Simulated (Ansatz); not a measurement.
AlWB (space group Cmcm, No. 63)

Space group Cmcm (No. 63); a = 3.194 Å, b = 13.914 Å, c = 3.101 Å, α = β = γ = 90.00°

| atom | site | symmetry | x | y | z |
|---|---|---|---|---|---|
| Al | 4c | m2m | 0.0000 | 0.6997 | 0.2500 |
| B | 4c | m2m | 0.0000 | 0.5343 | 0.2500 |
| W | 4c | m2m | 0.0000 | 0.0899 | 0.7500 |
(The calculation used a cell of 6 atoms; values per cell refer to that cell.)

Method: PBEsol (Ansatz, a first-principles code, PAW, spin-orbit coupling left out). Settings: 15×15×15 k-points, 0.05 eV Fermi–Dirac smearing.

- Volume per atom: 11.48 Å³
- Density: 10.68 g/cm³
- Band gap: zero
- Total energy: -3644.930 eV/atom (σ→0; compares only within this code and set-up)

Whether these cells are dynamically stable was not tested. All final runs are without spin polarisation.
